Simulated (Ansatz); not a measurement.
A self-consistent single point of Bi (R-3m, 2 atoms in the cell) with Ansatz (a quantum-chemistry and plane-wave program)

Method: PBEsol, default PAW files made with PBE (plane waves; Ansatz).

This input was run:

Ansatz 0.2 input:
```yaml
crystal:
  lattice:
    - [4.144990, -2.263625, 0.000000]
    - [4.144990, 2.263625, 0.000000]
    - [2.908800, 0.000000, 3.720729]
  atoms:
    - { symbol: Bi, position: [0.234000, 0.234000, 0.234000] }
    - { symbol: Bi, position: [0.766000, 0.766000, 0.766000] }
basis:
  ecutwfc: 420.0 eV
kpoints:
  mp_grid:
    grid: [9, 9, 9]
hamiltonian:
  xc: pbesol
  pseudopotentials:
    kind: paw
scf:
  occupations:
    method: gaussian
    width: 0.1 eV
output:
  forces: true
  eigenvalues: true
  stress: true
```

Output (repeated stretches shortened):

```
WARN ansatz: RAYON_NUM_THREADS=1 ignored (pool sized by the plan → 1); use --threads N
Pseudopotentials: kind: paw
Pseudopotential: Bi, paw, valence charge 15
Crystal: 2 atoms, lattice volume = 69.821 Å³
Basis set: ecut = 420 eV, 1345 PW (Γ), exchange–correlation on 64×64×64 points (8 copies of the dense FFT grid, shifted against one another)
Bands: 19, of which v1, the nominal top of the filled ones, is band 15 counted from 1 (14 counted from 0)
Symmetry: 12 space group operations
Space group: R-3m (ITA 166), of the structure as read, at distance tolerance 4.1e-5 Å
k-points: 85 of 729
PAW frozen core: Bi, regenerated for the run's functional, and the local potential with it
Initial density: superposition of atomic densities (neutral atoms: chi_scale 0, normalization atom), corrected by the library's trained network
Initial wavefunctions: pseudopotential atomic-orbital guess
Eigensolver: davidson
Functional: x = pbesol(κ = 0.804, μ = 0.12345679012345678), c = pbesol(β = 0.046)
SCF iter   1: F=—  HF=-24484.007560 eV  |F-HF|=—  |Δ(HF+E_count)|=         —  Δρ=1.71e-3  dr2=2.58e-3  ethr=1.77e-3  ⟨swp⟩=6.0  Hψ=7811  notcnv=0
all-band conjugate gradients solve this SCF's bands
preconditioner: auto → none
SCF iter   2: F=—  HF=-24484.006239 eV  |F-HF|=—  |Δ(HF+E_count)|=   1.32e-3  Δρ=6.09e-4  dr2=2.43e-4  ethr=8.61e-6  ⟨swp⟩=2.4  Hψ=3607  notcnv=0
SCF iter   3: F=—  HF=-24484.006263 eV  |F-HF|=—  |Δ(HF+E_count)|=   2.36e-5  Δρ=2.21e-4  dr2=3.06e-5  ethr=8.11e-7  ⟨swp⟩=2.0  Hψ=2891  notcnv=0
SCF iter   4: F=—  HF=-24484.006272 eV  |F-HF|=—  |Δ(HF+E_count)|=   9.87e-6  Δρ=7.72e-5  dr2=2.55e-6  ethr=1.02e-7  ⟨swp⟩=2.1  Hψ=2659  notcnv=0
iter 5 did not close the SCF: its close was put off for the readings that it lacked (scf_convergence_deferred on its scf_iter line)
SCF iter   5: F=-24484.006274 eV  HF=-24484.006274 eV  |F-HF|=2.02e-8  |Δ(HF+E_count)|=   1.93e-6  Δρ=9.18e-6  dr2=3.32e-8  ethr=8.50e-9  ⟨swp⟩=3.0  Hψ=2897  notcnv=0
SCF iter   6: F=-24484.006274 eV  HF=-24484.006274 eV  |F-HF|=2.53e-9  |Δ(HF+E_count)|=   7.10e-9  Δρ=2.02e-6  dr2=2.82e-9  ethr=1.11e-10  ⟨swp⟩=3.4  Hψ=7293  notcnv=0
SCF 1 converged in 6 iterations: F = -24484.006274 eV  dr2 = 2.82e-9
SCF converged after 6 iterations
Free energy (F): -24484.006274 eV
Harris-Foulkes:  -24484.006274 eV  (|F-HF|=2.53e-9)
Internal energy: -24484.005041 eV  (E = F + TS)
E sigma→0 (E₀):  -24484.005658 eV
Entropy (-TS):   -0.001234 eV (-0.617 meV/atom)
Fermi energy:    9.613483 eV
--- Per-component energies (eV) ---
  E_band       = -218.421112
  E_kinetic    = 605.626008
  E_local      = -3106.723446  (includes V_loc(G=0)·N_el)
  E_nonlocal   = 1122.943037
  E_hartree    = 1011.158435
  E_xc         = -300.214494
  E_vxc        = -287.926238  (∫ρ·V_xc dr)
  E_paw        = -21019.223065  (= ΣΔE_a)
  E_vpaw       = -574.653446  (= ΣTr[D̂ρ^β])
  E_aug_tail   = -0.000928  (compensation charges beyond the density's cutoff)
  E_ewald      = -2797.750091
  E_core_change = 0.179504  (= ΣΔE_core)
  E_smearing   = -0.001234  (= −TS)
  E_closure    = 0.000000  (closes the sum)
  Σ components = -24484.006274   (vs F -24484.006274, Δ=0.00e0)
--- Forces (eV/Å), atoms counted from 1 ---
  atom   1  Bi     0.15640964    -0.00000000     0.05196618
  atom   2  Bi    -0.15640964     0.00000000    -0.05196618
  max |Σ_I F_I| component: 0.00e0 eV/Å
--- Stress (GPa, compression-positive) ---
       -0.063468       0.000000      -0.010747
        0.000000      -0.031120       0.000000
       -0.010747       0.000000      -0.034691
  P = ⅓ Tr σ = -0.0431 GPa (-0.431 kbar)
  The stress holds the Pulay correction. Without it, at fixed plane waves, as pw.x and ABINIT print it: P = -0.0685 GPa
--- Band table (eV; the first three rows and the last of 85) ---
  k-point 0: bands = ["-13.2155", "-13.2155", "-13.0583", "-13.0583", "-13.0403", "-12.8658", "-12.8543", "-12.8543", "-12.7285", "-12.7285", "-3.4806", "2.2511", "8.1793", "8.4475", "8.4475", "12.1788", "12.6526", "12.6526", "15.2874"]
  k-point 1: bands = ["-13.2064", "-13.2037", "-13.0541", "-13.0511", "-13.0341", "-12.8718", "-12.8604", "-12.8582", "-12.7415", "-12.7382", "-3.3632", "1.9745", "8.2324", "8.4373", "8.4513", "11.9520", "12.1474", "12.3710", "14.7635"]
  k-point 2: bands = ["-13.1811", "-13.1698", "-13.0438", "-13.0309", "-13.0153", "-12.8917", "-12.8779", "-12.8673", "-12.7774", "-12.7649", "-3.0157", "1.2549", "8.2615", "8.4254", "8.5827", "11.0222", "11.5669", "11.7389", "14.7331"]
  k-point 84: bands = ["-13.1242", "-13.1242", "-13.0226", "-13.0184", "-12.9986", "-12.9036", "-12.8852", "-12.8830", "-12.8318", "-12.8294", "-2.1500", "-0.2301", "7.3433", "8.6262", "9.0339", "10.4016", "10.8869", "12.1556", "16.2485"]
```

The run converged in 6 iterations.

The starting cell has typed, rounded lattice constants, without a prior relaxation at this level. Its lattice was rescaled by up to half a per cent. Spin-orbit coupling is off. Ansatz's pressure includes its estimate of the finite-basis (Pulay) stress.
